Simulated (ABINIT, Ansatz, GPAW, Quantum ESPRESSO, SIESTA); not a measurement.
**One structure in several programs: RbRuF6 (P1, 8 atoms in the cell)**

Self-consistent single point, at a second geometry (atoms moved at random). First geometry:

```
CELL_PARAMETERS angstrom
      3.78830     2.18717     2.48184
     -3.78830     2.18717     2.48184
      0.00000    -4.37435     2.48184
ATOMIC_POSITIONS crystal
  Rb 0.50000 0.50000 0.50000
  Ru 0.00000 0.00000 0.00000
  F  0.25993 0.25993 0.91880
  F  0.74008 0.74008 0.08120
  F  0.91880 0.25993 0.25993
  F  0.08120 0.74008 0.74008
  F  0.25993 0.91880 0.25993
  F  0.74008 0.08120 0.74008
```
Moments meant for the start (each program seeds them in its own way; μB, in the order of the atoms Rb Ru F F F F F F): 0.0 2.0 0.0 0.0 0.0 0.0 0.0 0.0.

Second geometry:
```
CELL_PARAMETERS angstrom
      3.78830     2.18717     2.48184
     -3.78830     2.18717     2.48184
      0.00000    -4.37435     2.48184
ATOMIC_POSITIONS crystal
  Rb 0.49425 0.50016 0.49619
  Ru 0.99751 0.00222 0.00333
  F  0.26804 0.25590 0.93024
  F  0.73294 0.73454 0.08646
  F  0.92180 0.25820 0.25730
  F  0.07542 0.73816 0.74006
  F  0.26426 0.92290 0.25183
  F  0.74579 0.08792 0.73459
```
Moments meant for the start (each program seeds them in its own way; μB, in the order of the atoms Rb Ru F F F F F F): 0.0 2.0 0.0 0.0 0.0 0.0 0.0 0.0.

Shared settings, as Ansatz (a quantum-chemistry and plane-wave program) writes them: kpoints.mp_grid.grid = 3 3 3; scf.occupations.method = fermi_dirac; scf.occupations.width = 0.05 eV. Potentials and cutoffs stand in the table.

```tsv
code	model	ΔF from the first geometry (meV/atom)	pressure (GPa)	largest force (eV/Å)	gap on the mesh (eV)	size of the net moment (μB/atom)	cutoff
GPAW	LDA (Perdew-Wang 92), GPAW PAW datasets LDA (gpaw-data 1.0.1)	9.4	–	1.636	0.984	0.37	950 eV
Quantum ESPRESSO	LDA (PZ), GBRV 1.5 ultrasoft (LDA) pseudopotentials	9.6	-0.11	1.922	0.975	0.38	40 Ry
Ansatz	LDA (PW92), PAW files made with PBE	9.5	-0.63	1.861	–	0.37	420 eV
SIESTA	LDA PW92, numerical atomic orbitals DZP, PseudoDojo LDA standard norm-conserving potentials (rewritten from UPF to PSML)	9.9	-0.10	2.200	0.933	0.37	grid 350 Ry
ABINIT	LDA (PW92), PAW (JTH v2.0 LDA PAW)	9.6	-1.04	1.801	0.985	0.37	24 Ha
```

Size of the force on each atom (eV/Å): Sizes of forces hide their directions.

| code | Rb1 | Ru2 | F3 | F4 | F5 | F6 | F7 | F8 |
|---|---|---|---|---|---|---|---|---|
| GPAW | 0.102 | 1.636 | 0.258 | 0.994 | 0.836 | 0.357 | 0.422 | 0.415 |
| Quantum ESPRESSO | 0.099 | 1.922 | 0.470 | 0.655 | 1.487 | 0.059 | 0.880 | 0.162 |
| Ansatz | 0.099 | 1.861 | 0.390 | 0.718 | 1.361 | 0.020 | 0.781 | 0.158 |
| SIESTA | 0.104 | 2.200 | 0.900 | 0.337 | 2.090 | 0.420 | 1.356 | 0.472 |
| ABINIT | 0.100 | 1.801 | 0.295 | 0.836 | 1.169 | 0.160 | 0.636 | 0.232 |

A dash marks a value that a program does not give, or that is left out as unsure.

No gap is tabulated for Ansatz: it is not read from that output, or partly filled or unconverged empty levels leave it unsure.

Gaps are read on the mesh.

On Ansatz's run: with one magnetic atom in the cell only a parallel order is possible.

The spread over the programs that give each value: ΔF from the first geometry within 0.5 meV/atom; pressure within 0.94 GPa; largest force within 0.564 eV/Å; gap on the mesh within 0.052 eV; size of the net moment within 0.01 μB/atom.

SIESTA uses small atom-centred bases, whose incompleteness enters pressures, forces and empty levels differently from a plane-wave cutoff. Ansatz's pressure is given at a fixed set of plane waves, as the other plane-wave codes print theirs; with its correction for the finite basis it is -0.05 GPa (the shift of 0.58 GPa shows how far the cutoff is from converged). The pressure of GPAW is left out: its cutoff lies under the one at which its stress was checked. The same LDA comes in different parametrisations, which differ slightly.

The shared mesh is coarse (it stands for a supercell whose shortest vector is 15 Å), so the values are not converged in it.

The starting cell comes from a database of computed structures (which also holds hypothetical and non-ambient phases and stackings), without a prior relaxation at this level. Its lattice was rescaled by a random factor within 2.5 % of one. For this run, on top of that: atoms moved at random.

Keys are those of Ansatz 0.2.
